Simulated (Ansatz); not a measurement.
C (model structure, started from the Si type, Cmcm, No. 63, 12 atoms in the cell) was calculated with PBEsol (Ansatz, a quantum-chemistry and plane-wave program, PAW).

Input:

Ansatz 0.2 input:
```yaml
crystal:
  lattice:
    - [1.2510112793, -3.5112598497, 0.0]
    - [1.2510112793, 3.5112598497, 0.0]
    - [0.0, 0.0, 8.3230096974]
  atoms:
    - { symbol: C, position: [0.7588075178, 0.2411924822, 0.4451895593] }
    - { symbol: C, position: [0.2411924822, 0.7588075178, 0.5548104407] }
    - { symbol: C, position: [0.2411924822, 0.7588075178, 0.9451895593] }
    - { symbol: C, position: [0.7588075178, 0.2411924822, 0.0548104407] }
    - { symbol: C, position: [0.4307847187, 0.5692152813, 0.6574968314] }
    - { symbol: C, position: [0.5692152813, 0.4307847187, 0.3425031686] }
    - { symbol: C, position: [0.5692152813, 0.4307847187, 0.1574968314] }
    - { symbol: C, position: [0.4307847187, 0.5692152813, 0.8425031686] }
    - { symbol: C, position: [0.9704863756, 0.0295136244, 0.4096348494] }
    - { symbol: C, position: [0.0295136244, 0.9704863756, 0.5903651506] }
    - { symbol: C, position: [0.0295136244, 0.9704863756, 0.9096348494] }
    - { symbol: C, position: [0.9704863756, 0.0295136244, 0.0903651506] }
basis:
  ecutwfc: 520
  ecutrho_ratio: 4
  xc_grid: 2
kpoints:
  mp_grid: { grid: [14, 14, 4] }
  band_path:
    path:
      - [0.0, 0.0, 0.0]
      - [-0.0625, 0.0625, 0.0]
      - [-0.125, 0.125, 0.0]
      - [-0.1875, 0.1875, 0.0]
      - [-0.25, 0.25, 0.0]
      - [-0.3125, 0.3125, 0.0]
      - [-0.375, 0.375, 0.0]
      - [-0.4375, 0.4375, 0.0]
      - [-0.5, 0.5, 0.0]
      - [-0.480158, 0.519842, 0.0]
      - [-0.460315, 0.539685, 0.0]
      - [-0.440473, 0.559527, 0.0]
      - [-0.420631, 0.579369, 0.0]
      - [-0.400789, 0.599211, 0.0]
      - [-0.380946, 0.619054, 0.0]
      - [-0.361104, 0.638896, 0.0]
      - [-0.341262, 0.658738, 0.0]
      - [-0.321419, 0.678581, 0.0]
      - [-0.301577, 0.698423, 0.0]
      - [-0.281735, 0.718265, 0.0]
      - [0.281735, 0.281735, 0.0]
      - [0.261611, 0.261611, 0.0]
      - [0.241487, 0.241487, 0.0]
      - [0.221363, 0.221363, 0.0]
      - [0.201239, 0.201239, 0.0]
      - [0.181115, 0.181115, 0.0]
      - [0.160991, 0.160991, 0.0]
      - [0.140867, 0.140867, 0.0]
      - [0.120744, 0.120744, 0.0]
      - [0.10062, 0.10062, 0.0]
      - [0.080496, 0.080496, 0.0]
      - [0.060372, 0.060372, 0.0]
      - [0.040248, 0.040248, 0.0]
      - [0.020124, 0.020124, 0.0]
      - [0.0, 0.0, 0.166667]
      - [0.0, 0.0, 0.333333]
      - [0.0, 0.0, 0.5]
      - [0.020124, 0.020124, 0.5]
      - [0.040248, 0.040248, 0.5]
      - [0.060372, 0.060372, 0.5]
      - [0.080496, 0.080496, 0.5]
      - [0.10062, 0.10062, 0.5]
      - [0.120744, 0.120744, 0.5]
      - [0.140867, 0.140867, 0.5]
      - [0.160991, 0.160991, 0.5]
      - [0.181115, 0.181115, 0.5]
      - [0.201239, 0.201239, 0.5]
      - [0.221363, 0.221363, 0.5]
      - [0.241487, 0.241487, 0.5]
      - [0.261611, 0.261611, 0.5]
      - [0.281735, 0.281735, 0.5]
      - [-0.281735, 0.718265, 0.5]
      - [-0.301577, 0.698423, 0.5]
      - [-0.321419, 0.678581, 0.5]
      - [-0.341262, 0.658738, 0.5]
      - [-0.361104, 0.638896, 0.5]
      - [-0.380946, 0.619054, 0.5]
      - [-0.400789, 0.599211, 0.5]
      - [-0.420631, 0.579369, 0.5]
      - [-0.440473, 0.559527, 0.5]
      - [-0.460315, 0.539685, 0.5]
      - [-0.480158, 0.519842, 0.5]
      - [-0.5, 0.5, 0.5]
      - [-0.5, 0.5, 0.333333]
      - [-0.5, 0.5, 0.166667]
      - [0.0, 0.038462, 0.0]
      - [0.0, 0.076923, 0.0]
      - [0.0, 0.115385, 0.0]
      - [0.0, 0.153846, 0.0]
      - [0.0, 0.192308, 0.0]
      - [0.0, 0.230769, 0.0]
      - [0.0, 0.269231, 0.0]
      - [0.0, 0.307692, 0.0]
      - [0.0, 0.346154, 0.0]
      - [0.0, 0.384615, 0.0]
      - [0.0, 0.423077, 0.0]
      - [0.0, 0.461538, 0.0]
      - [0.0, 0.5, 0.0]
      - [0.0, 0.5, 0.166667]
      - [0.0, 0.5, 0.333333]
      - [0.0, 0.5, 0.5]
      - [0.0, 0.461538, 0.5]
      - [0.0, 0.423077, 0.5]
      - [0.0, 0.384615, 0.5]
      - [0.0, 0.346154, 0.5]
      - [0.0, 0.307692, 0.5]
      - [0.0, 0.269231, 0.5]
      - [0.0, 0.230769, 0.5]
      - [0.0, 0.192308, 0.5]
      - [0.0, 0.153846, 0.5]
      - [0.0, 0.115385, 0.5]
      - [0.0, 0.076923, 0.5]
      - [0.0, 0.038462, 0.5]
      - [-0.0625, 0.0625, 0.5]
      - [-0.125, 0.125, 0.5]
      - [-0.1875, 0.1875, 0.5]
      - [-0.25, 0.25, 0.5]
      - [-0.3125, 0.3125, 0.5]
      - [-0.375, 0.375, 0.5]
      - [-0.4375, 0.4375, 0.5]
    npoints: 1
hamiltonian:
  xc: pbesol
  dispersion: none
  pseudopotentials: { kind: paw }
scf:
  occupations: { method: fermi_dirac, width: 0.01 }
  convergence: { dr2_threshold: 0.0000000012 }
output:
  forces: true
  stress: true
  eigenvalues: true
  write_bands: true
```

From the output:

```
Crystal: 12 atoms, lattice volume = 73.120 Å³
Basis set: ecut = 520 eV, 1975 PW (Γ), exchange–correlation on 60×60×128 points (8 copies of the dense FFT grid, shifted against one another)
Bands: 36, of which v1, the nominal top of the filled ones, is band 24 counted from 1 (23 counted from 0)
Symmetry: 8 space group operations
Space group: Cmcm (ITA 63), of the structure as read, at distance tolerance 4.2e-5 Å
k-points: 171 of 784
Functional: x = pbesol(κ = 0.804, μ = 0.12345679012345678), c = pbesol(β = 0.046)
SCF iter   1: F=—  HF=-2957.129842 eV  |F-HF|=—  |Δ(HF+E_count)|=         —  Δρ=1.17e-2  dr2=6.41e-2
SCF iter   2: F=—  HF=-2957.110954 eV  |F-HF|=—  |Δ(HF+E_count)|=   1.89e-2  Δρ=4.50e-3  dr2=7.42e-3
  ...
SCF iter   6: F=—  HF=-2957.109072 eV  |F-HF|=—  |Δ(HF+E_count)|=   6.82e-8  Δρ=3.59e-6  dr2=4.15e-9
SCF iter   7: F=-2957.109072 eV  HF=-2957.109072 eV  |F-HF|=6.37e-12  |Δ(HF+E_count)|=   6.60e-9  Δρ=6.07e-7  dr2=2.53e-10
SCF 1 converged in 7 iterations: F = -2957.109072 eV  dr2 = 2.53e-10
SCF converged after 7 iterations
Free energy (F): -2957.109072 eV
Internal energy: -2957.109072 eV  (E = F + TS)
E sigma→0 (E₀):  -2957.109072 eV
Fermi energy:    13.221636 eV
--- Forces (eV/Å), atoms counted from 1 ---
  atom   1  C      0.00000000    -0.00022303    -0.00019116
  atom   2  C     -0.00000000     0.00022303     0.00019116
  atom   3  C     -0.00000000     0.00022303    -0.00019116
  atom   4  C      0.00000000    -0.00022303     0.00019116
  atom   5  C      0.00000000     0.00018424     0.00010326
  atom   6  C     -0.00000000    -0.00018424    -0.00010326
  atom   7  C     -0.00000000    -0.00018424     0.00010326
  atom   8  C      0.00000000     0.00018424    -0.00010326
  atom   9  C      0.00000000     0.00012186     0.00034220
  atom  10  C      0.00000000    -0.00012186    -0.00034220
  atom  11  C      0.00000000    -0.00012186     0.00034220
  atom  12  C      0.00000000     0.00012186    -0.00034220
--- Stress (GPa, compression-positive) ---
        0.007328       0.000000       0.000000
        0.000000       0.003659       0.000000
        0.000000       0.000000       0.006248
  P = ⅓ Tr σ = 0.0057 GPa (0.057 kbar)
```

The PAW data were made under PBE.

Note: the relaxation could raise the start's symmetry but not lower it, so the cell can be a saddle point.

It cost about 40 core-seconds (a rough figure) of CPU time.

A model structure was made by putting elements into a prototype or built by hand; it is no filed structure, need not be a known phase, and can be a saddle point held by its symmetry.
